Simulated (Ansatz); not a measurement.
Consider the following.

```
CELL_PARAMETERS angstrom
      0.00000     2.81691     2.81691
      2.81691     0.00000     2.81691
      2.81691     2.81691     0.00000
ATOMIC_POSITIONS crystal
  Se 0.75000 0.75000 0.75000
  Zn 0.00000 0.00000 0.00000
```

No spin polarisation.

Computed with Kohn–Sham DFT with the PBEsol functional, run in Ansatz (an electronic-structure program) with PAW and 420 eV plane waves, without spin-orbit coupling, earlier PAW set. Γ-centred 10×10×10 mesh, Fermi–Dirac width 0.05 eV.

**Question.** What band gap does the calculation give?

**Answer.** 1.23 eV.

**Question.** Estimate the electron mass.

**Answer.** 0.091 mₑ (at Γ).

Effective masses come from finite differences of ±0.01 Å⁻¹. Whether these cells are dynamically stable was not tested. The cell was made from CdSe by this change: Cd → Zn.
